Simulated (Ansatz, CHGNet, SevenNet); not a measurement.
# GeSe (model structure, started from the 4H type, P6₃mc, No. 186, 8 atoms in the cell): lattice parameter a by level of theory

No measured value is used here.

| level (code) | value (Å) |
|---|---|
| CHGNet 0.3.0 | 3.823 |
| SevenNet-0 | 4.802 |
| SevenNet-l3i5 | 4.838 |
| LDA (Ansatz) | … |
| PBE (Ansatz) | 4.799 |
| PBEsol (Ansatz) | … |
| PBE-D3(BJ) (Ansatz) | 4.783 |

Question: Complete the blanks.

Answer: 
- LDA (Ansatz, a first-principles code), value (Å): 4.666
- PBEsol (Ansatz), value (Å): 4.713

CHGNet 0.3.0: the cell has another shape than the first-principles one, perhaps another minimum in the same group. PBE-D3(BJ): a distance lies near a switch of the dispersion term, which can move the cell. Ansatz's density-functional and Hartree–Fock values are scalar-relativistic unless marked +SOC, with PAW data made under PBE.

Machine-learned potentials (CHGNet 0.3.0, SevenNet-0, SevenNet-l3i5) are trained on DFT data: a solid inside that data is no test of them.

A model structure was made by putting elements into a prototype or built by hand; it is no filed structure, need not be a known phase, and can be a saddle point held by its symmetry.
